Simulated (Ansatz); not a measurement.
## Element substitutions in Sc

Take Sc in the hcp (Mg type) structure (space group P6_3/mmc, No. 194) as the base.

```yaml
crystal:
  lattice:
    - [3.33109, 0.00000, 0.00000]
    - [-1.66555, 2.88481, 0.00000]
    - [0.00000, 0.00000, 5.19434]
  atoms:
    - { symbol: Sc, position: [0.33333, 0.66667, 0.75000] }
    - { symbol: Sc, position: [0.66667, 0.33333, 0.25000] }
```

Each row replaces one element on all its sites; cell and atoms are relaxed.

The values are results of r2SCAN in Ansatz (plane waves to 500 eV, PAW, no SOC), earlier PAW set, not measurements.

```csv
change,shortest interatomic distance,c/a ratio
base,3.232 Å,1.559
Sc → Ca,3.936 Å,1.644
Sc → Tl,3.461 Å,1.591
Sc → Ti,2.872 Å,1.579
Sc → Y,3.555 Å,1.547
```

No phonon test of stability was made. The final runs are not spin-polarised. This is not the structure that Ca has at room temperature and ambient pressure.

Ansatz is a quantum-chemistry and plane-wave program.
